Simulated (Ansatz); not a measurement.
The parent structure is CdS in the zinc blende structure (space group F-43m, No. 216; a = 5.7566 Å).

Level of theory: Ansatz (a quantum-chemistry and plane-wave program), LDA, PAW, cutoff 420 eV, spin-orbit coupling left out.

Base values:

| Quantity | Result |
|---|---|
| Pressure | 0.0 kbar |
| Electron mass | 0.10 mₑ (at Γ) |
| Band gap | 0.95 eV |

It is then changed as follows: an isotropic linear strain of −1.50 %; the atoms relax in the strained cell.

Q: How does this affect the energy relative to the base?

A: The energy increases by 11 meV/atom.

Q: How does this affect the pressure?

A: The pressure goes from zero to 34.2 kbar.

Q: How does this affect the electron mass?

A: The electron mass becomes 0.11 mₑ (at Γ) (base: 0.10 mₑ (at Γ)).

Q: Estimate the effect on the band gap.

A: The band gap grows by 0.09 eV (0.95 eV → 1.04 eV).

Effective masses come from finite differences of ±0.01 Å⁻¹. No phonon test of stability was made.
